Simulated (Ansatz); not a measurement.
The parent structure is PbTe in the zinc blende structure (space group F-43m, No. 216; a = 7.336 Å; a hypothetical phase, not in the database extracts checked).

All numbers come from PBE (Ansatz, an electronic-structure program, PAW, spin-orbit coupling left out), earlier PAW set.

One change was made to it. Results:

| quantity | base | after |
|---|---|---|
| band gap | 0.64 eV | zero |
| lattice parameter a | 733.6 pm | 590.1 pm |

### Question
Which change produced these results?
A) pressure 4.2 GPa
B) pressure 60 GPa
C) pressure 30 GPa

### Answer
B, pressure 60 GPa. For comparison, the lattice parameter a in the other runs: pressure 30 GPa gives 626.9 pm; pressure 4.2 GPa gives 702.4 pm.

A case with no gap was solved on a k-mesh chosen for an insulator, which is coarse for it. With Pb and Te present, leaving out spin-orbit coupling can change the band edges. Load acts through the strain it causes; cell and atoms are relaxed under it. Stability against distortions was not tested. No other phases were tried under pressure. All final runs are without spin polarisation.
